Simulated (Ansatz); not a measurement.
**W, response to strain**

Consider W in the bcc (W type) structure (space group Im-3m, No. 229; a = 3.135 Å; relaxed with 0.1 eV smearing). Axes: x, y, z lie along the cube axes.

Strains are applied to the cell and any free atomic positions relax.

Calculations: LDA (Ansatz, a quantum-chemistry and plane-wave program; PAW; 420 eV plane waves; no spin-orbit coupling).

Notes on the quantities. energy relative to the base: free energy F; pressure: mean of the normal stresses, compression positive.

| variant | energy relative to the base | shortest interatomic distance | pressure |
|---|---|---|---|
| base | 0 meV/atom | 2.715 Å | 0.0 GPa |
| tensor shear ε_xy = +1.71 % | +8.5 meV/atom | 2.684 Å | 0.3 GPa |
| tensor shear ε_xy = +0.29 % | +0.2 meV/atom | 2.710 Å | 0.0 GPa |
| tensor shear ε_xy = +0.57 % | +0.9 meV/atom | 2.705 Å | 0.0 GPa |
| tensor shear ε_xy = +1.43 % | +5.9 meV/atom | 2.689 Å | 0.2 GPa |
| tensor shear ε_xy = +0.86 % | +2.1 meV/atom | 2.700 Å | 0.1 GPa |
| tensor shear ε_xy = +1.14 % | +3.8 meV/atom | 2.695 Å | 0.1 GPa |
| tensor shear ε_xy = +2.00 % | +12 meV/atom | 2.679 Å | 0.4 GPa |

Whether these cells are dynamically stable was not tested. The final runs are not spin-polarised.
